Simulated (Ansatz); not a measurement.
The slab is Si(111) 1x1 surface, 6 top atoms, 3 bilayers, bottom bilayer H-capped and fixed, every top atom capped by H; cell 11.5 x 6.6 Å; two neighbouring H replaced by OH; about 7 Å thick over the host's atoms, 18 atoms held. Method: PBE-D3(BJ) (plane waves to 420 eV, PAW; Ansatz, a first-principles code). Sampling: 1x2x1 k points. Some slab states were started with spin and the others were run without it. No Hubbard U. Slab thickness, cell and mesh are as stated and are not converged limits. All energies are electronic energies at 0 K, without vibrations. Each state was relaxed from one prepared geometry.

End state of this step: DMZ, bound to one O-H group, takes the H of a neighbouring group, which it binds too. Atoms near the product:

| atom | x (Å) | y (Å) | z (Å) |
|---|---|---|---|
| H(14) | 0.000 | 6.702 | 11.022 |
| Si(15) | 3.827 | 6.665 | 9.471 |
| H(29) | 3.851 | 6.665 | 10.978 |
| O(48) | 2.043 | 3.340 | 11.212 |
| H(49) | 1.156 | 5.188 | 13.064 |
| Zn(a0) | 3.321 | 9.445 | 12.380 |
| C(a1) | 1.813 | 5.906 | 13.565 |
| H(a2) | 2.310 | 5.429 | 14.418 |
| H(a3) | 2.567 | 6.251 | 12.850 |
| H(a4) | 1.227 | 6.761 | 13.920 |
| C(a5) | 4.282 | 8.809 | 13.910 |
| H(a6) | 4.904 | 7.949 | 13.626 |
| H(a7) | 4.932 | 9.599 | 14.308 |
| H(a8) | 3.595 | 8.487 | 14.702 |

Task: What energy does it take to move CH4 into the gas, one a cell, with the surface relaxed behind it, and what are its closest contacts before it leaves?

Result: 0.18 eV. Its closest contacts to the rest of the cell: H(a3)...H(29) 2.31 Å, H(49)...O(48) 2.76 Å, H(49)...H(14) 2.79 Å.

Here DMZ is dimethylzinc.
